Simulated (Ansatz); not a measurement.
How the equilibrium volume per atom of β-phase InSe (model structure) moves with the method

No measured value is used here.

```tsv
level (code)	value (Å³/atom)
LDA (Ansatz)	28.03
PBE (Ansatz)	33.66
PBEsol (Ansatz)	29.53
PBE-D3(BJ) (Ansatz)	29.51
PBE-D4 (Ansatz)	29.39
rVV10 (Ansatz)	30.86
r²SCAN (Ansatz)	30.86
r²SCAN-D4 (Ansatz)	29.94
r²SCAN+rVV10 (Ansatz)	29.56
```

Ansatz's density-functional and Hartree–Fock values are scalar-relativistic unless marked +SOC, with PAW data made under PBE.

A model structure was made by putting elements into a prototype or built by hand; it is no filed structure, need not be a known phase, and can be a saddle point held by its symmetry.

Ansatz is a quantum-chemistry and plane-wave program.
